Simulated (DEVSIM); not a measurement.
Structure: abrupt Ge p-n junction, at 300 K.

| layer (left to right) | material | thickness (μm) | Nd (cm⁻³) | Na (cm⁻³) | τn (s) | τp (s) |
|---|---|---|---|---|---|---|
| 1 | Ge | 14.0 | - | 2.7e18 | 0.00042 | 0.00042 |
| 2 | Ge | 170 | 2.5e17 | - | 0.00042 | 0.00042 |

Left contact: ohmic. Right contact: ohmic. Voltage is applied to the left contact. Recombination: SRH at mid-gap. Mobility is constant in doping.

The device is made up for the run: typed textbook-type constants, with dimensions and the other settings drawn at random. Values at 300 K.

| parameter | Ge |
|---|---|
| gap (eV) | 0.664 |
| affinity (eV) | 4 |
| permittivity | 16 |
| Nc (cm⁻³) | 1.04e19 |
| Nv (cm⁻³) | 6e18 |
| μn (cm²/Vs) | 3900 |
| μp (cm²/Vs) | 1900 |

Model (solved in DEVSIM): 1D drift-diffusion, Boltzmann statistics, complete ionisation; no tunnelling, impact ionisation, image-force lowering or self-heating.

**Question.** Tabulate band edges, carrier densities and field at 0.65 V on the left contact.

**Answer.** Energies count from the Fermi level of the right contact; mesh points crowd at the junctions.

```csv
x (μm),Ec (eV),Ev (eV),n (cm⁻³),p (cm⁻³),field (V/cm)
0.000,-0.007,-0.671,1.6e8,2.7e18,≈ 0
0.05753,-0.007,-0.671,8.2e14,2.7e18,≈ 0
0.2414,-0.007,-0.671,3.4e15,2.7e18,≈ 0
0.8756,-0.006,-0.670,1.2e16,2.7e18,≈ 0
4.372,-0.005,-0.669,6.1e16,2.8e18,≈ 0
10.65,-0.004,-0.668,1.4e17,2.8e18,≈ 0
13.03,-0.003,-0.667,1.8e17,2.9e18,≈ 0
13.82,-0.003,-0.667,1.9e17,2.9e18,≈ 0
13.96,-0.003,-0.667,1.9e17,2.9e18,≈ 0
14.01,-0.040,-0.704,7.8e17,6.9e17,-7200
14.08,-0.043,-0.707,8.7e17,6.2e17,≈ 0
14.51,-0.043,-0.707,8.7e17,6.2e17,≈ 0
15.72,-0.042,-0.706,8.7e17,6.2e17,≈ 0
19.91,-0.040,-0.704,8.6e17,6.1e17,≈ 0
44.31,-0.028,-0.692,8.1e17,5.6e17,≈ 0
108.8,0.012,-0.652,6.4e17,3.9e17,≈ 0
161.9,0.059,-0.605,4.2e17,1.7e17,12
177.5,0.082,-0.582,3.2e17,6.9e16,19
182.7,0.093,-0.571,2.7e17,1.7e16,26
183.6,0.095,-0.569,2.5e17,4.9e15,28
183.9,0.096,-0.568,2.5e17,1.3e15,29
184.0,0.096,-0.568,2.5e17,1.7e9,29
```
